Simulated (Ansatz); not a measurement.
Pt3Ti: energy against volume

Pt3Ti (L1_2, Pm-3m, 15.386 Å³/atom and stress up to 0.01 GPa in the relaxed cell, cube axes along x, y and z) under an equal strain ε along all three axes. PBE in Ansatz, a plane-wave DFT program (PAW, default set), 420 eV, 15×15×15 Γ-centred mesh, Fermi-Dirac smearing 0.10 eV; ions are relaxed, or left where forces stay under 0.02 eV/Å, within the symmetry of each cell.

Here V stands for volume and E for E less E0.

```
volume (Å³/atom)  E less E0 (meV/atom)  pressure (GPa)
----------------  --------------------  --------------
14.5703                          35.24           14.71
14.8390                          15.22            9.34
15.1110                           3.67            4.45
15.3863                           0.00            0.00
15.6649                           3.66           -4.03
15.9468                          14.14           -7.69
16.2322                          30.93          -10.99
16.8130                              ?               ?
```

Fit E of the 7 rows that show it with the third-order Birch-Murnaghan form, a cubic in V^(-2/3). With u = V^(-2/3) - 0.162, the rows have u = 0.005631, 0.003601, 0.001608, -0.000349, -0.002272, -0.004160, -0.006015. Least squares gives E = 0.105 + 637.3·u + 977067·u² + 3171249·u³. Residuals (row less fit): -0.001, 0.002, 0.001, -0.001, -0.003, 0.006, -0.002; standard error 0.004 (degrees of freedom: 3). Its minimum lies at u = -0.000327, so V0 = (0.161673)^(-3/2) = 15.38. There d²E/du² = 1948000 and d³E/du³ = 1.903e7, so B0 = (4/9) × 15.38^(-7/3) × 1948000 × 0.160218 = 236 GPa (the last factor turns the table's units into GPa), and B0' = 4 + (2/3) × 0.161673 × (1.903e7)/1948000 = 5.1. B0' rests on the cubic coefficient alone and has a standard error of 0.1 from these residuals.

Q: What does the fit predict for E at V = 16.8130, and how far is the calculated value from it?

A: u = -0.009629, so E = 0.105 + 637.3 × (-0.009629) + 977067 × (-0.009629)² + 3171249 × (-0.009629)³ = 81.729 meV/atom. The calculation gives 81.66 meV/atom, 0.069 meV/atom below the prediction (0.1 % of the range of E in the table). The row lies outside the fitted rows, so this is an extrapolation. The scatter of the fitted rows lies at the last printed digit.

In a metal these values are sensitive to mesh and smearing; energies are taken to zero smearing, stresses follow the free energy. The runs aren't spin-polarised. Spin-orbit coupling is left out, which can shift these values for the heavy elements here. Other structures, which can take over under pressure, weren't tried. The same form fitted to the pressure column gives B0' = 5.1; series where the two differ by over 0.4 aren't shown. Rows are the converged runs of the series near zero and its far end, less any whose ions stayed unrelaxed beside relaxed ones; series whose fitted rows scatter by over a few per cent of the range, as at a crossing or softening among them, aren't shown in this form.
